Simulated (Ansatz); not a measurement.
Start from BaO in the rock salt structure (space group Fm-3m, No. 225; a = 5.4896 Å).

Level of theory: Kohn–Sham DFT with the PBEsol functional, run in Ansatz (an electronic-structure program) with PAW and 420 eV plane waves, spin-orbit coupling left out.

Before the change:

| Quantity | Result |
|---|---|
| Density | 6.16 g/cm³ |
| Gap character | direct at X |
| Band gap | 1.84 eV |

Now apply this change: hydrostatic tension (pressure −1 GPa).

**Question.** Predict the new density, gap character and band gap.

**Answer.** The density falls by 0.081 g/cm³, from 6.16 g/cm³ to 6.07 g/cm³; the gap character is still direct at X; the band gap goes up by 0.05 eV (1.84 eV → 1.89 eV).

Load acts through the strain it causes; cell and atoms are relaxed under it. Whether these cells are dynamically stable was not tested.
